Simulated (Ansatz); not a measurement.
# PbSnS₂ (within 0.1 Å of Cc, No. 9, 8 atoms in the cell; start mp-1218961)

These are PBEsol+SOC (PAW; Ansatz, a program for electronic structure) values and carry that method's errors.

Run with plane-wave cutoff 520 eV, 8×8×4 k mesh (along the axes of the cell as run), Fermi–Dirac smearing 0.01 eV, PAW data made under PBE.

Cell (relaxed with PBE-D3(BJ)):

```yaml
crystal:
  lattice:
    - [4.14518, -0.00326, -0.05010]
    - [-0.00761, 4.14293, -0.12519]
    - [-1.48600, -1.28031, 11.51383]
  atoms:
    - { symbol: Sn, position: [0.65313, 0.30198, 0.12627] }
    - { symbol: Sn, position: [0.80193, 0.15298, 0.62628] }
    - { symbol: Pb, position: [0.37433, 0.70729, 0.88461] }
    - { symbol: Pb, position: [0.20741, 0.87454, 0.38462] }
    - { symbol: S, position: [0.31071, 0.58018, 0.63976] }
    - { symbol: S, position: [0.68172, 0.39063, 0.34929] }
    - { symbol: S, position: [0.89052, 0.18168, 0.84930] }
    - { symbol: S, position: [0.08025, 0.81072, 0.13977] }
```

```yaml
band_gap: 0.50 eV (indirect)
smallest_direct_gap_on_the_k_points_sampled: 0.61 eV
"Γ–Γ gap": 1.28 eV
```

Note: cell and atoms aren't relaxed at this level (pressure -1.0 GPa).

Computed values are for the static lattice.

A start named mp-… is a Materials Project structure, which need not be a measured phase.
